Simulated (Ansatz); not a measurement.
Take ZrS2 in the CdI2 type structure (space group P-3m1, No. 164; a = 3.635 Å, c = 5.720 Å; layered, stacked along the Cartesian z axis) as the base.

Modification: every lattice vector is stretched by 0.89 %, atoms relaxed at fixed cell.

Levels (all Ansatz, a first-principles code, PAW): PBE-D3(BJ) (420 eV, scalar-relativistic without spin-orbit coupling); r2SCAN (500 eV, no SOC); HSE06 (420 eV, no spin-orbit coupling); PBE+SOC (420 eV, spin-orbit coupling included).

One geometry, relaxed with PBE-D3(BJ), under each level:

The valence-band top lists the three highest levels at Γ (Kramers pairs under SOC), from the VBM.

```tsv
level	band gap	lowest conduction level above the VBM at special points	valence-band top at Γ
PBE-D3(BJ)	0.78 eV	L 0.78 eV; M 0.95 eV; A 1.38 eV; Γ 1.42 eV	–
r2SCAN	1.08 eV	L 1.08 eV; M 1.25 eV; A 1.68 eV; Γ 1.73 eV	–
HSE06	___	___	–
PBE+SOC	0.77 eV	L 0.77 eV; M 0.95 eV; A 1.37 eV; Γ 1.41 eV	0.00, -0.21, -0.30 eV
```

**Question.** Give the withheld HSE06 results.

**Answer.** 
- HSE06, band gap: 1.55 eV
- HSE06, lowest conduction level above the VBM at special points: L 1.55 eV; M 1.71 eV; A 2.24 eV; Γ 2.29 eV

Single points use the geometry relaxed with PBE-D3(BJ). HSE06 gaps are upper bounds (no full band path). Differences between runs with and without spin-orbit coupling are approximate. The cells carry an imposed strain or load. Stability against distortions was not tested.
